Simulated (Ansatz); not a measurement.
Start from Ru in the hcp (Mg type) structure (space group P6_3/mmc, No. 194; a = 2.6756 Å, c = 4.2237 Å; relaxed with 0.1 eV smearing). Axes: x lies along a and z along c of the hexagonal cell.

Level of theory: LDA, PAW, 420 eV (Ansatz, a first-principles code; spin-orbit coupling left out).

One thing is altered: uniaxial strain ε_xx = −1.50 %, all other strain components held at zero, atoms relaxed at fixed cell.

Predict the stress tensor and what it implies for the stiffness.

Stress of the strained cell less that of the base (GPa, compression positive):
```
   10.5     0.0     0.0
    0.0     3.4     0.0
    0.0     0.0     3.2
```

Then −Δσ_ii/ε with ε = -0.0150 gives secant stiffness values (nonlinear terms included at this strain): C11 ≈ 703 GPa, C12 ≈ 225 GPa and C13 ≈ 210 GPa.

As a check, the harmonic strain energy −½ V₀ Δσ:ε is 6.5 meV/atom; the computed energy rise is 6.3 meV/atom.

No phonon test of stability was made. The final runs are not spin-polarised.
